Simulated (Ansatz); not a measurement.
The structure below was relaxed with PBE/PAW in Ansatz (a program for electronic structure), spin-orbit coupling left out, at pressure 0.7 GPa.

```
CELL_PARAMETERS angstrom
      5.64456     0.00000     0.00000
      0.00000     5.64456     0.00000
      0.00000     0.00000     5.64456
ATOMIC_POSITIONS crystal
  Zn 0.25000 0.00000 0.50000
  Zn 0.50000 0.25000 0.00000
  Zn 0.50000 0.75000 0.00000
  Zn 0.75000 0.00000 0.50000
  Zn 0.00000 0.50000 0.75000
  Zn 0.00000 0.50000 0.25000
  O  0.25000 0.50000 0.00000
  O  0.00000 0.25000 0.50000
  O  0.00000 0.75000 0.50000
  O  0.75000 0.50000 0.00000
  O  0.50000 0.00000 0.75000
  O  0.50000 0.00000 0.25000
```

Question: Find the space group and the Wyckoff positions.

Answer: Space group Pm-3n (No. 223); a = b = c = 5.645 Å, α = β = γ = 90.00°

```json
[
 {"atom": "Zn", "site": "6c", "symmetry": "-4m.2", "x": "0.0000", "y": "0.5000", "z": "0.2500"},
 {"atom": "O", "site": "6d", "symmetry": "-4m.2", "x": "0.0000", "y": "0.2500", "z": "0.5000"}
]
```

Load acts through the strain it causes; cell and atoms are relaxed under it. Stability against distortions was not tested. The cell was made from ZnO (space group Pm-3n, No. 223; a hypothetical phase, not in the database extracts checked) by this change: pressure 0.7 GPa.
